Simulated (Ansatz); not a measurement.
An Ansatz (a quantum-chemistry and plane-wave program) run: Mo with a change (tensor shear ε_xy = +1.71 %); Kohn–Sham DFT with the r2SCAN functional, run in Ansatz with PAW and 500 eV plane waves, no spin-orbit coupling.

Input:

Ansatz 0.2 input:
```yaml
crystal:
  lattice:
    - [-1.5485356341, 1.5485356341, 1.5754762784]
    - [1.5485356341, -1.5485356341, 1.5754762784]
    - [1.6024169228, 1.6024169228, -1.5754762784]
  atoms:
    - { symbol: Mo, position: [0, 0, 0] }
basis: { ecutwfc: 500, ecutrho_ratio: 4, xc_grid: 4, fft_grid_basis: typed }
kpoints: { mp_grid: { grid: [29, 29, 29] } }
hamiltonian:
  xc: r2scan
  dispersion: none
  pseudopotentials: { kind: paw }
scf: { occupations: { method: fermi_dirac, width: 0.1 }, convergence: { dr2_threshold: 0.0000000001 } }
relax: { f_tol: 0.005, max_steps: 50 }
output: { forces: true, stress: true }
checkpoint: { write: state.ck, write_every: 1000 }
```

Output (explanatory and most iteration lines left out):

```
Relaxation: its limit of steps is 50 (relax.max_steps)
Pseudopotential: Mo, paw, valence charge 14
Crystal: 1 atoms, lattice volume = 15.638 Å³
Basis set: ecut = 500 eV, 383 PW (Γ), exchange–correlation on 80×80×96 points (64 copies of the dense FFT grid, shifted against one another)
Bands: 11, of which v1, the nominal top of the filled ones, is band 7 counted from 1 (6 counted from 0)
Symmetry: 8 space group operations
Space group: Fmmm (ITA 69), of the structure as read, at distance tolerance 2.5e-5 Å
k-points: 3375 of 24389
Functional: x = r2scan, c = r2scan; τ floored in thin density (d = 2e-4 eV/Å³)
SCF iter   1: F=—  HF=-4967.600446 eV  |F-HF|=—  |Δ(HF+E_count)|=         —  Δρ=9.51e-3  dr2=1.10e-2  dr2_τ=1.99e-2  ethr=1.77e-3  ⟨swp⟩=5.1  Hψ=228003  notcnv=0
SCF iter   2: F=—  HF=-4967.599913 eV  |F-HF|=—  |Δ(HF+E_count)|=   5.33e-4  Δρ=3.14e-3  dr2=2.85e-4  dr2_τ=4.53e-4  ethr=7.87e-5  ⟨swp⟩=2.7  Hψ=91176  notcnv=0
SCF 1 converged in 7 iterations: F = -4967.600222 eV  dr2 = 4.43e-12
relax step   1: F+E_penalty+E_count = -4967.60022164 eV  Δ(F+E_penalty+E_count) = +0.000e0 eV  max|allowed force component| = 0.000e0 eV/Å  Δτ_max = 0.0000 Å  (7 SCF iters, accepted)
Crystal: 1 atoms, lattice volume = 15.638 Å³
SCF iter   1: F=—  HF=-4967.600222 eV  |F-HF|=—  |Δ(HF+E_count)|=         —  Δρ=2.37e-7  dr2=4.43e-12  dr2_τ=8.48e-13  ethr=1.00e-12  ⟨swp⟩=1.4  Hψ=240492  notcnv=0
SCF iter   2: F=-4967.600222 eV  HF=-4967.600222 eV  |F-HF|=9.09e-13  |Δ(HF+E_count)|=  1.82e-12  Δρ=1.03e-7  dr2=6.17e-13  dr2_τ=7.59e-14  ethr=1.00e-12  ⟨swp⟩=3.0  Hψ=96513  notcnv=0
SCF 2 converged in 2 iterations: F = -4967.600222 eV  dr2 = 6.17e-13
SCF converged after 2 iterations
Free energy (F): -4967.600222 eV
Internal energy: -4967.580527 eV  (E = F + TS)
E sigma→0 (E₀):  -4967.590374 eV
Entropy (-TS):   -0.019695 eV (-19.695 meV/atom)
Fermi energy:    21.053722 eV
--- Forces (eV/Å), atoms counted from 1 ---
  atom   1  Mo     0.00000000     0.00000000     0.00000000
--- Stress (GPa, compression-positive) ---
        0.198703      -3.584749       0.000000
       -3.584749       0.198703      -0.000000
        0.000000      -0.000000       0.295651
  P = ⅓ Tr σ = 0.2310 GPa (2.310 kbar)
--- Relaxed structure (1 steps of the walk, 1 accepted, 0 SCFs on fresh bases) ---
  atoms:
    - { symbol: Mo, position: [0.0, 0.0, 0.0] }
```

The cells carry an imposed strain or load. Whether these cells are dynamically stable was not tested. All final runs are without spin polarisation. The cell was made from Mo in the bcc (W type) structure (space group Im-3m, No. 229) by this change: tensor shear ε_xy = +1.71 %.
